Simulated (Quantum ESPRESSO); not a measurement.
**Energy against c/a at fixed volume: hcp Os (space group 194) (Quantum ESPRESSO, PBE)**

```
CELL_PARAMETERS angstrom
      2.78870     0.00000     0.00000
     -1.39435     2.41509     0.00000
      0.00000     0.00000     4.23637
ATOMIC_POSITIONS crystal
  Os 0.66667 0.33333 0.75000
  Os 0.33333 0.66667 0.25000
```

Method: PBE, GBRV 1.5 ultrasoft (PBE) pseudopotentials (plane waves; Quantum ESPRESSO). Settings: ecutwfc = 52 Ry; ecutrho = 416 Ry; occupations = smearing; smearing = fermi-dirac; degauss = 0.0036749 Ry; potentials = {Os: os_pbe_v1.2.uspp.F.UPF}; K_POINTS = automatic 28 28 16 0 0 0; conv_thr = 1e-10 Ry; mixing_beta = 0.4. The cell above is the first row's. The rows change c/a at fixed volume. In all rows fractional positions and the k mesh are held. E is the free energy at the stated smearing, counted from the lowest row.

| c/a | E (meV/atom) |
|---|---|
| 1.5191 | ? |
| 1.5349 | 12.76 |
| 1.5508 | 4.97 |
| 1.5666 | 0.74 |
| 1.5824 | 0.00 |
| 1.5982 | 2.62 |
| 1.6141 | 8.54 |
| 1.6299 | 17.71 |
| 1.6457 | 30.08 |

Taking a cubic for E over the 8 complete rows: With u = c/a - 1.59, the rows have u = -0.05510, -0.03920, -0.02340, -0.00760, 0.00820, 0.02410, 0.03990, 0.05570. Least squares gives E = 0.825 + 160.99·u + 6694.5·u² - 2842·u³. Residuals (row less fit): 0.006, -0.002, -0.020, 0.011, 0.026, -0.013, -0.016, 0.009; standard error 0.021 (degrees of freedom: 4). The fitted curve has its minimum at c/a = 1.58, where E = -0.14. To one more digit the minimum is at c/a = 1.578; the ideal close-packed ratio is 1.633.

### Question
Predict the withheld E at c/a = 1.5191 from the fit, and compare with the calculation.

### Answer
u = -0.07090, so E = 0.825 + 160.99 × (-0.07090) + 6694.5 × (-0.07090)² - 2842 × (-0.07090)³ = 24.076 meV/atom. The calculation gives 24.14 meV/atom, 0.064 meV/atom above the prediction (0.2 % of the range of E in the table). The row lies outside the fitted rows, so this is an extrapolation. From the scatter of the fitted rows alone, a prediction at this place has a standard error of 0.056 meV/atom, so the miss is 1.2 times that.

Carrying the step between the two nearest rows on in a straight line would have given 20.50, off by 3.64; series whose last step already gives the withheld value aren't shown. The reference cell has the volume at which an earlier scan in this program and functional put its minimum by a fit; axis ratios and inner coordinates come from a measured-size cell. The runs keep the symmetry of the cell, so they don't test it for distortions. The best c/a moves a little with volume. Spin polarisation is off. Spin-orbit coupling is off. In metals such curves are sensitive to mesh and smearing. Cutoffs and mesh are single choices, not tested for convergence of this quantity. Series with a scatter that would blur these digits, or in which a gap closes, are not shown. Strain series were run only where this level's volume lies within 10 % of a first guess from the measured size.
